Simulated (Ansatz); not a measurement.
Functionals compared on a constructed model of the (0001) surface of hcp Os, a pseudomorphic layer of Fe in the host's stacking (bottom of the slab: a bare face, its two planes held), in Ansatz (plane waves, PAW). The structure was relaxed with PBE; the other rows are single points on it. Cutoff 420 eV.

Model: 7-atom slab, 13.3 Å thick at the start, 16x16x1 mesh, Fermi-Dirac 0.1 eV, dipole correction, 2 atoms held, the rest relaxed; held to the start's symmetry, so lower structures may exist; spin-polarised, ending with about 2.5 μB a cell; orders that need a larger cell were not tried, no spin-orbit, no U. It is one candidate, not shown to be the stable structure of the face. These notes are the PBE run's.

| functional | work function of the top face (eV) | magnetic moment of the cell (μB) | rough cost of the single point |
|---|---|---|---|
| PBE | 4.49 | 2.52 | – |
| RPBE | ___ | 2.55 | very roughly 2.0 core-minutes |

Task: Fill in the missing entries.

Result: 
- RPBE, work function of the top face (eV): 4.35

Ansatz is a quantum-chemistry and plane-wave program.
